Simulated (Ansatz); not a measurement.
Abridged Ansatz (a program for electronic structure) output:

```
Relaxation: its limit of steps is 45 (relax.max_steps)
Pseudopotential: B, paw, valence charge 3
Pseudopotential: Ti, paw, valence charge 12
Crystal: 12 atoms, lattice volume = 102.668 Å³
Basis set: ecut = 420 eV, 2009 PW (Γ), exchange–correlation on 90×90×96 points (8 copies of the dense FFT grid, shifted against one another)
Bands: 44, of which v1, the nominal top of the filled ones, is band 32 counted from 1 (31 counted from 0)
Symmetry: 24 space group operations
k-points: 133 of 1728
Functional: x = pbe(κ = 0.804, μ = 0.2195149727645171), c = pbe(β = 0.06672455060314922)
SCF iter   1: F=—  HF=-8912.653811 eV  |F-HF|=—  |Δ(HF+E_count)|=         —  Δρ=1.02e-1  dr2=2.34e1  ethr=3.10e-3  ⟨swp⟩=5.6  Hψ=21168  notcnv=0  defer=22
SCF iter   2: F=—  HF=-8908.198690 eV  |F-HF|=—  |Δ(HF+E_count)|=    4.46e0  Δρ=5.54e-2  dr2=7.85e0  ethr=3.10e-3  ⟨swp⟩=3.1  Hψ=11643  notcnv=0  defer=347
SCF 1 converged in 10 iterations: F = -8906.203392 eV  dr2 = 5.31e-11
relax step   1: F+E_penalty+E_count = -8906.20339223 eV  Δ(F+E_penalty+E_count) = +0.000e0 eV  max|allowed force component| = 3.545e-1 eV/Å  Δτ_max = 0.0000 Å  (10 SCF iters, accepted)
Crystal: 12 atoms, lattice volume = 102.668 Å³
SCF iter   1: F=—  HF=-8906.216975 eV  |F-HF|=—  |Δ(HF+E_count)|=         —  Δρ=1.63e-3  dr2=5.13e-3  ethr=8.24e-6  ⟨swp⟩=1.1  Hψ=16133  notcnv=0  defer=308
SCF iter   2: F=—  HF=-8906.216041 eV  |F-HF|=—  |Δ(HF+E_count)|=   9.34e-4  Δρ=9.08e-4  dr2=1.61e-3  ethr=8.14e-6  ⟨swp⟩=1.0  Hψ=5545  notcnv=0  defer=308
SCF 2 converged in 6 iterations: F = -8906.215646 eV  dr2 = 7.53e-10
relax step   2: F+E_penalty+E_count = -8906.21564624 eV  Δ(F+E_penalty+E_count) = -1.225e-2 eV  max|allowed force component| = 1.846e-1 eV/Å  Δτ_max = 0.0076 Å  (6 SCF iters, accepted)
Crystal: 12 atoms, lattice volume = 102.668 Å³
SCF iter   1: F=—  HF=-8906.221801 eV  |F-HF|=—  |Δ(HF+E_count)|=         —  Δρ=1.79e-3  dr2=6.25e-3  ethr=9.60e-5  ⟨swp⟩=2.1  Hψ=11738  notcnv=0  defer=314
SCF iter   2: F=—  HF=-8906.220679 eV  |F-HF|=—  |Δ(HF+E_count)|=   1.12e-3  Δρ=9.88e-4  dr2=1.93e-3  ethr=9.91e-6  ⟨swp⟩=1.0  Hψ=6923  notcnv=0  defer=310
SCF 3 converged in 6 iterations: F = -8906.220202 eV  dr2 = 6.45e-10
relax step   3: F+E_penalty+E_count = -8906.22020215 eV  Δ(F+E_penalty+E_count) = -4.556e-3 eV  max|allowed force component| = 8.016e-5 eV/Å  Δτ_max = 0.0082 Å  (6 SCF iters, accepted)
SCF converged after 6 iterations
[...]
  atom   7  B      0.00000000    -0.00000000    -0.00000000
  atom   8  B     -0.00006942    -0.00004008    -0.00000000
  atom   9  B      0.00006942     0.00004008     0.00000000
  atom  10  B     -0.00000000     0.00000000     0.00000000
  atom  11  B     -0.00006942     0.00004008    -0.00000000
  atom  12  B     -0.00000000    -0.00008016     0.00000000
--- Stress (GPa, compression-positive) ---
       -6.856947      -0.000000       0.000000
        0.000000      -6.856947      -0.000000
        0.000000      -0.000000      -7.799440
  P = ⅓ Tr σ = -7.1711 GPa (-71.711 kbar)
--- Relaxed structure (3 steps of the walk, 3 accepted, 0 SCFs on fresh bases) ---
  atoms:
    - { symbol: B, position: [-8.77442135636201e-20, -1.0969551375961186e-30, -7.032417515395264e-31] }
    - { symbol: Ti, position: [-2.4180932544422888e-17, 0.5, -3.2311742677852644e-27] }
    - { symbol: Ti, position: [0.49999999999999994, 0.0, 0.0] }
    - { symbol: Ti, position: [0.49999999999999994, 0.5, -1.6155871338926322e-27] }
    - { symbol: B, position: [0.6651616858239452, 0.8303233716478904, 0.5] }
    - { symbol: B, position: [0.6651616858239453, 0.3348383141760549, 0.5000000000000001] }
    - { symbol: B, position: [0.16666666666666674, 0.8333333333333334, 0.5000000000000001] }
    - { symbol: B, position: [0.16967662835210984, 0.33483831417605486, 0.5] }
    - { symbol: B, position: [0.8303233716478904, 0.6651616858239453, 0.5] }
    - { symbol: B, position: [0.8333333333333334, 0.16666666666666674, 0.5] }
    - { symbol: B, position: [0.33483831417605486, 0.6651616858239449, 0.5] }
    - { symbol: B, position: [0.33483831417605503, 0.16967662835210984, 0.49999999999999994] }
```

Problem. What was computed, and what are the main results?

Solution. TiB3, 12 atoms in the cell, with Kohn–Sham DFT with the PBE functional, run in Ansatz with PAW and 420 eV plane waves, spin-orbit coupling left out, earlier PAW set. The last SCF converged to F = -8906.220202 eV, or -742.1850 eV per atom, at a pressure of -7.17 GPa. The total energy compares only with runs of the same code, potentials and settings.

The cell is small, so the values are those of an ordered compound at a high defect concentration; dilute-limit values will differ. The defect started on the symmetric site and kept its symmetry, so it may sit on a saddle. The final runs are not spin-polarised. The cell was made from TiB2 (space group P6/mmm, No. 191) by this change: B on a Ti site (antisite). The defect cell is not spin-polarised.

Keys are those of Ansatz 0.2.
